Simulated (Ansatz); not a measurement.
The starting structures come from a database of crystals and need not be the phases stable at ambient conditions.

By LDA and PBEsol, the system below comes out a metal.

```
YSi2
1.0
    4.07549     0.00000     0.00000
   -2.03774     3.52948     0.00000
    0.00000     0.00000     3.99013
Y Si
1 2
Direct
  0.00000   0.00000   0.00000
  0.33333   0.66667   0.50000
  0.66667   0.33333   0.50000
```

Space group of this cell: P6/mmm. The cell is taken as given; by PBEsol its mean pressure is -2.3 GPa.

The current runs along the normal of the first two printed vectors, the (001) plane. All runs by Ansatz (a program for electronic structure), plane waves and PAW, without spin-orbit coupling; the base is PBEsol.

```csv
run,mean pressure (GPa),"G/A, both spins (10¹⁵ S/m²)"
base,-2.3,0.70
all lengths scaled by 0.98,3.4,0.75
all lengths scaled by 1.02,-6.5,___
lda in place of pbesol,-4.4,0.70
"lengths across the current scaled by 0.98, ions clamped",1.6,___
"lengths across the current scaled by 1.02, ions clamped",-5.4,___
"lengths along the current scaled by 0.97, ions clamped",0.1,0.74
"lengths along the current scaled by 1.03, ions clamped",-4.3,0.66
```

Q: Fill in the missing entries.

A: 
- all lengths scaled by 1.02, G/A, both spins (10¹⁵ S/m²): 0.64
- lengths across the current scaled by 0.98, ions clamped, G/A, both spins (10¹⁵ S/m²): 0.73
- lengths across the current scaled by 1.02, ions clamped, G/A, both spins (10¹⁵ S/m²): 0.65
